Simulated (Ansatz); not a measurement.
SrO under load (space group I4/mmm), Ansatz (a program for electronic structure) with r2SCAN, rigid bands. Condition of this run: uniaxial stress along [001] of -9 GPa (compression positive) (the target of the relaxation). Band gap 3.65 eV, N_c = 2.36e19 cm⁻³ and N_v = 2.46e20 cm⁻³ at 300 K, conductivity masses along y (a = (0.00, 2.52, 2.83) Å; b = (2.52, 0.00, 2.83) Å; c = (2.52, 2.52, 0.00) Å) of 0.583 mₑ (electrons) and 0.851 mₑ (holes). Take k_BT = 0.02585 eV.

**Question.** Find the intrinsic carrier density and the intrinsic Fermi level.

**Answer.** n_i = √(N_c N_v) exp(−E_g/2k_BT) = 7.62e19 × exp(−70.59) = 1.7e-11 cm⁻³. The level lies (k_BT/2) ln(N_v/N_c) = 30 meV from mid-gap (positive towards the conduction band). Each 0.1 eV added to the gap lowers n_i by a factor of 6.9.

**Question.** What thermal injection velocity √(2k_BT/πm) limits a ballistic channel along the direction named?

**Answer.** 7.05e6 cm/s for electrons and 5.83e6 cm/s for holes, a ratio of √(m_h/m_e) = 1.21, for dilute carriers.

**Question.** A film of it is 8 nm thick, with its normal along the direction named. Estimate the confinement energies in an infinite well.

**Answer.** ħ²π²/(2m t²) = 0.376 eV·nm²/(m/mₑ × t²) gives 10.1 meV for electrons and 6.90 meV for holes, so the gap would widen to about 3.67 eV. Finite barriers and nonparabolic bands lower this, and with several valleys or bands the heaviest mass along the normal sets the lowest level, not this average.

Rigid bands with the computed gap; masses take one relaxation time for all states. Spin-orbit coupling is left out; where it splits the top of the valence band, N_v and the p-type Seebeck coefficient come out somewhat high without it. Geometry: cell and atoms relaxed with PBEsol.
